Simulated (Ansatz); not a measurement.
The parent structure is Hf in the hcp (Mg type) structure (space group P6_3/mmc, No. 194; relaxed with 0.1 eV smearing).

```
Hf
1.0
    3.20400     0.00000     0.00000
   -1.60200     2.77474     0.00000
    0.00000     0.00000     5.07257
Hf
2
Direct
  0.66667   0.33333   0.75000
  0.33333   0.66667   0.25000
```

Cartesian axes are those of the cell as printed.

Level of theory: DFT with PBE, PAW potentials and a 420 eV plane-wave cutoff in Ansatz (a first-principles code), scalar-relativistic without spin-orbit coupling.

Strains are applied to the cell and any free atomic positions relax.

One change was made to it. Results:

The pressure (mean of the normal stresses, compression positive) goes from zero to -2.6 GPa; the energy grows by 8.1 meV/atom.

Which change produced these results?
(A) uniaxial strain ε_zz = −2.00 %
(B) uniaxial strain ε_zz = +2.50 %
(C) uniaxial strain ε_zz = +2.00 %

B, uniaxial strain ε_zz = +2.50 %. For comparison, the energy relative to the base in the other runs: uniaxial strain ε_zz = −2.00 % gives +5.7 meV/atom; uniaxial strain ε_zz = +2.00 % gives +5.3 meV/atom.

Whether these cells are dynamically stable was not tested. All final runs are without spin polarisation.
